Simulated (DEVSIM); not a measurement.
Device: Ru/Al2O3/p-Si capacitor, at 450 K.

| layer (left to right) | material | thickness (nm) | Na (cm⁻³) |
|---|---|---|---|
| 1 | Al2O3 | 23.0 | - |
| 2 | Si | 3000 | 3.6e16 |

Metal gate on the left, work function 4.7 eV. Fixed charge at the semiconductor interface -4.6e11 cm⁻² (in units of +e); no interface traps.

This is a model device: material constants are rounded textbook-type values typed into the input, and sizes, dopings and lifetimes were drawn at random. Values at 300 K; Nc and Nv go as T^1.5, mobilities as T to minus their exponent, the gap by Varshni's rule with the affinity fixed.

```csv
parameter,Al2O3,Si
gap (eV),6.8,1.124
affinity (eV),1.35,4.05
permittivity,9,11.7
Nc (cm⁻³),-,2.86e19
Nv (cm⁻³),-,3.1e19
Varshni α (eV/K),-,0.000473
Varshni β (K),-,636
```

DEVSIM, 1D Poisson equation in equilibrium, Boltzmann statistics, complete ionisation; no quantum confinement or tunnelling. Metal contacts follow the ideal Schottky-Mott rule: no Fermi-level pinning, no interface dipoles.

Tabulate band edges, carrier densities and field at -1.4 V on the gate.

Energies count from the Fermi level of the right contact; mesh points crowd at the junctions.

```json
[
 {"x (μm)": "0.000", "Ec (eV)": "4.750", "Ev (eV)": "-2.050", "n (cm⁻³)": "< 1e2", "p (cm⁻³)": "< 1e2", "field (V/cm)": "-440000"},
 {"x (μm)": "0.001475", "Ec (eV)": "4.684", "Ev (eV)": "-2.116", "n (cm⁻³)": "< 1e2", "p (cm⁻³)": "< 1e2", "field (V/cm)": "-440000"},
 {"x (μm)": "0.004632", "Ec (eV)": "4.544", "Ev (eV)": "-2.256", "n (cm⁻³)": "< 1e2", "p (cm⁻³)": "< 1e2", "field (V/cm)": "-440000"},
 {"x (μm)": "0.01138", "Ec (eV)": "4.244", "Ev (eV)": "-2.556", "n (cm⁻³)": "< 1e2", "p (cm⁻³)": "< 1e2", "field (V/cm)": "-440000"},
 {"x (μm)": "0.01961", "Ec (eV)": "3.879", "Ev (eV)": "-2.921", "n (cm⁻³)": "< 1e2", "p (cm⁻³)": "< 1e2", "field (V/cm)": "-440000"},
 {"x (μm)": "0.02210", "Ec (eV)": "3.768", "Ev (eV)": "-3.032", "n (cm⁻³)": "< 1e2", "p (cm⁻³)": "< 1e2", "field (V/cm)": "-440000"},
 {"x (μm)": "0.02331", "Ec (eV)": "1.016", "Ev (eV)": "-0.065", "n (cm⁻³)": "2.2e8", "p (cm⁻³)": "1.1e19", "field (V/cm)": "-350000"},
 {"x (μm)": "0.02634", "Ec (eV)": "0.950", "Ev (eV)": "-0.132", "n (cm⁻³)": "1.2e9", "p (cm⁻³)": "1.9e18", "field (V/cm)": "-140000"},
 {"x (μm)": "0.03234", "Ec (eV)": "0.894", "Ev (eV)": "-0.188", "n (cm⁻³)": "5.1e9", "p (cm⁻³)": "4.5e17", "field (V/cm)": "-62000"},
 {"x (μm)": "0.04632", "Ec (eV)": "0.842", "Ev (eV)": "-0.239", "n (cm⁻³)": "1.9e10", "p (cm⁻³)": "1.2e17", "field (V/cm)": "-22000"},
 {"x (μm)": "0.07894", "Ec (eV)": "0.807", "Ev (eV)": "-0.274", "n (cm⁻³)": "4.8e10", "p (cm⁻³)": "4.9e16", "field (V/cm)": "-4600"},
 {"x (μm)": "0.2025", "Ec (eV)": "0.796", "Ev (eV)": "-0.286", "n (cm⁻³)": "6.4e10", "p (cm⁻³)": "3.6e16", "field (V/cm)": "-39"},
 {"x (μm)": "0.4432", "Ec (eV)": "0.796", "Ev (eV)": "-0.286", "n (cm⁻³)": "6.5e10", "p (cm⁻³)": "3.6e16", "field (V/cm)": "≈ 0"},
 {"x (μm)": "1.005", "Ec (eV)": "0.796", "Ev (eV)": "-0.286", "n (cm⁻³)": "6.5e10", "p (cm⁻³)": "3.6e16", "field (V/cm)": "≈ 0"},
 {"x (μm)": "2.262", "Ec (eV)": "0.796", "Ev (eV)": "-0.286", "n (cm⁻³)": "6.5e10", "p (cm⁻³)": "3.6e16", "field (V/cm)": "≈ 0"},
 {"x (μm)": "2.697", "Ec (eV)": "0.796", "Ev (eV)": "-0.286", "n (cm⁻³)": "6.5e10", "p (cm⁻³)": "3.6e16", "field (V/cm)": "≈ 0"},
 {"x (μm)": "2.884", "Ec (eV)": "0.796", "Ev (eV)": "-0.286", "n (cm⁻³)": "6.5e10", "p (cm⁻³)": "3.6e16", "field (V/cm)": "≈ 0"},
 {"x (μm)": "2.964", "Ec (eV)": "0.796", "Ev (eV)": "-0.286", "n (cm⁻³)": "6.5e10", "p (cm⁻³)": "3.6e16", "field (V/cm)": "≈ 0"},
 {"x (μm)": "3.005", "Ec (eV)": "0.796", "Ev (eV)": "-0.286", "n (cm⁻³)": "6.5e10", "p (cm⁻³)": "3.6e16", "field (V/cm)": "≈ 0"},
 {"x (μm)": "3.016", "Ec (eV)": "0.796", "Ev (eV)": "-0.286", "n (cm⁻³)": "6.5e10", "p (cm⁻³)": "3.6e16", "field (V/cm)": "≈ 0"},
 {"x (μm)": "3.021", "Ec (eV)": "0.796", "Ev (eV)": "-0.286", "n (cm⁻³)": "6.5e10", "p (cm⁻³)": "3.6e16", "field (V/cm)": "≈ 0"},
 {"x (μm)": "3.023", "Ec (eV)": "0.796", "Ev (eV)": "-0.286", "n (cm⁻³)": "6.5e10", "p (cm⁻³)": "3.6e16", "field (V/cm)": "≈ 0"}
]
```
